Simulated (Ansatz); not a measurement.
Carrier doping in hypothetical P4_2/mnm GaN

Start from GaN (space group P4_2/mnm, No. 136; a hypothetical phase, not in the database extracts checked).

```xyz
8
Lattice="5.5350 0.0000 0.0000 0.0000 5.5350 0.0000 0.0000 0.0000 3.2140" Properties=species:S:1:pos:R:3 pbc="T T T"
Ga     1.7744     3.7606     0.0000
Ga     3.7606     1.7744     0.0000
Ga     4.5420     4.5420     1.6070
Ga     0.9931     0.9931     1.6070
N      1.7591     1.7591     0.0000
N      3.7760     3.7760     0.0000
N      1.0084     4.5266     1.6070
N      4.5266     1.0084     1.6070
```

Carriers are added at fixed cell with a uniform background; the Fermi–Dirac width is that of 300 K.

Calculations: Ansatz (a program for electronic structure) PBE, no SOC.

Candidates:
(a) holes 5.0×10^21 cm⁻³
(b) holes 1.0×10^22 cm⁻³
(c) electrons 5.0×10^21 cm⁻³
(d) electrons 2.0×10^22 cm⁻³

Notes on the quantities. Fermi level from band edge: Fermi level relative to the doped band's edge (positive inside the band; to 0.05 eV).

Problem. Order them by Fermi level from band edge, highest first.

Solution. (d) electrons 2.0×10^22 cm⁻³ (+2.90 eV), (c) electrons 5.0×10^21 cm⁻³ (+2.20 eV), (b) holes 1.0×10^22 cm⁻³ (+0.50 eV), (a) holes 5.0×10^21 cm⁻³ (+0.35 eV)

Carriers are added with a uniform compensating background; total energy and stress of such cells depend on the potential's zero and are not compared; many-body gap narrowing is missing at this level. Stability against distortions was not tested.
